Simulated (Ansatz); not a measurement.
Structures of equal composition on the (000-1) surface of wurtzite ZnO (O plane on top): 2x2 Zn adatom at H3; 2x2 Zn adatom at T1; 2x2 Zn adatom at T4. The slabs share one bottom face, and each structure is named by its start. These are constructed structures in small cells; real faces may alloy, dewet or reconstruct in larger ones, and not all known structures of the face are among them. Slabs of about 14 Å with all that they carry, Fermi-Dirac smearing of 0.025 eV. Bottom of the slabs: H caps. Relaxed from the named starts with such symmetry as they have, on meshes of like density; energies extrapolated to zero smearing; no spin-orbit coupling, no U. Spin-polarised runs, if any, are marked in brackets, and their order is one that fits the cell; the others ran without spin. Where a second, spin-polarised start was run, the lower counts.

Host crystal: wurtzite ZnO, with a band gap (PBE, scalar-relativistic without spin-orbit coupling).

The numbers are results of PBE (plane waves to 420 eV, PAW; Ansatz, an electronic-structure program), not measurements.

### Question
Put the candidates in order of energy per 1x1 cell, lowest first, for PBE.

### Answer
2x2 Zn adatom at H3 (0.000 eV, a narrow gap of 0.19 eV by band count), 2x2 Zn adatom at T4 (0.148 eV (3 O–Zn bonds formed), a narrow gap of 0.11 eV by band count), 2x2 Zn adatom at T1 (0.475 eV [spin, 1.2 μB a cell], no gap over 0.04 eV on the mesh)
